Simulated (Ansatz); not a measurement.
# ZnO tubes

The numbers are results of PBE (plane waves to 420 eV, PAW; Ansatz, a program for electronic structure), not measurements. Each body is periodic along its axis alone, with about 11 Å of vacuum beside it. Hypothetical models, rolled from the flat sheet. Each keeps the symmetry and period of its start, and lower forms weren't sought.

```
body    diameter (Å)  x = 1/diameter²  energy over the flat sheet (meV/atom)
------  ------------  ---------------  -------------------------------------
(5,0)           5.42           0.0340                                     74
(4,4)           7.27           0.0189                               withheld
(8,0)           8.46           0.0140                                     28
(5,5)           9.07           0.0122                                     23
(9,0)           9.49           0.0111                                     22
(10,0)         10.53           0.0090                                     18
(6,6)          10.87           0.0085                                     16
(9,9)          16.28           0.0038                                      7
```

Problem. Fit a straight line in x to the 7 rows given and predict the withheld one.

Solution. Bending a plate to a radius R costs an energy that goes as 1/R². Least squares through the means (x̄ = 0.0132, ȳ = 26.9) gives y = -3 + 2240 x, which misses the given rows by 1 meV/atom at most. At x = 0.0189 it predicts 39 meV/atom. The calculation gives 36 meV/atom, so the line is off by +3 meV/atom.
